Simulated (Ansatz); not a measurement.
End structure of a constructed model of the (110) surface of bcc Nb, a pseudomorphic layer of W in the host's stacking (bottom of the slab: a bare face, its two planes held):

```yaml
crystal:
  lattice:
    - [2.86732, 0.00000, 0.00000]
    - [-0.95577, 2.70334, 0.00000]
    - [0.00000, 0.00000, 31.00000]
  atoms:
    - { symbol: Nb, position: [0.50000, 0.50000, 0.26367] }
    - { symbol: Nb, position: [0.00000, 0.00000, 0.33919] }
    - { symbol: Nb, position: [0.50000, 0.50000, 0.41474] }
    - { symbol: Nb, position: [0.00000, 0.00000, 0.49025] }
    - { symbol: Nb, position: [0.50000, 0.50000, 0.56487] }
    - { symbol: Nb, position: [0.00000, 0.00000, 0.64188] }
    - { symbol: W, position: [0.50000, 0.50000, 0.70975] }
```

Slab: 7 atoms, 14.7 Å thick at the start; k 14x14x1, smearing 0.1 eV, dipole-corrected; single point; on the structure that PBE left under its start's symmetry; no spin, no spin-orbit, no U. It is one candidate, not shown to be the stable structure of the face.

### Question
What work function of the top face does Ansatz (a quantum-chemistry and plane-wave program) with r2SCAN, at the PBE geometry give?

### Answer
4.75 eV
